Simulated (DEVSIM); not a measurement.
System: Au/Al2O3/p-In0.53Ga0.47As capacitor, at 400 K.

Layer 1 from the left is Al2O3, thickness (nm) 13.0. Layer 2 from the left is In0.53Ga0.47As, thickness (nm) 13000, Na (cm⁻³) 2e15.

Metal gate on the left, work function 5.1 eV. Fixed charge at the semiconductor interface 1.4e10 cm⁻² (in units of +e); no interface traps.

This is a model device: material constants are rounded textbook-type values typed into the input, and sizes, dopings and lifetimes were drawn at random. Values at 300 K; Nc and Nv go as T^1.5, mobilities as T to minus their exponent, the gap by Varshni's rule with the affinity fixed.

Al2O3: gap (eV) 6.8, affinity (eV) 1.35, permittivity 9. In0.53Ga0.47As: gap (eV) 0.74, affinity (eV) 4.51, permittivity 13.9, Nc (cm⁻³) 2.1e17, Nv (cm⁻³) 7.7e18, Varshni α (eV/K) 0.00035, Varshni β (K) 190.

Simulated with DEVSIM: 1D Poisson equation in equilibrium, Boltzmann statistics, complete ionisation; no quantum confinement or tunnelling. Metal contacts follow the ideal Schottky-Mott rule: no Fermi-level pinning, no interface dipoles.

Task: What does the simulation give for the threshold voltage (band bending 2φF), the minimum of the low-frequency capacitance?

Result: threshold voltage (band bending 2φF) 0.43 V; minimum of the low-frequency capacitance 0.0403 μF/cm².
